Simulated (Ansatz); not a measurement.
The parent structure is TiN in the rock salt structure (space group Fm-3m, No. 225; a = 4.204 Å). Axes: x, y, z lie along the cube axes.

Method: PBEsol (Ansatz, a first-principles code; PAW; 420 eV plane waves; scalar-relativistic without spin-orbit coupling).

For the base:

Pressure: 0.0 GPa

Now apply this change: strain tensor (xx, yy, zz, yz, xz, xy) = (+0.31, −0.33, +0.40, −0.90, +0.17, −0.27) %, atoms relaxed at fixed cell.

**Question.** What happens to the pressure and energy relative to the base?

**Answer.** The pressure (mean of the normal stresses, compression positive) goes from zero to -1.1 GPa; the energy rises by 2.4 meV/atom.

Without a gap, meshes like the base's 19×19×19 leave anisotropic stresses uncertain by several tenths of a GPa, and small strain energies with them. No phonon test of stability was made. All final runs are without spin polarisation. An odd electron count without spin: TiN.
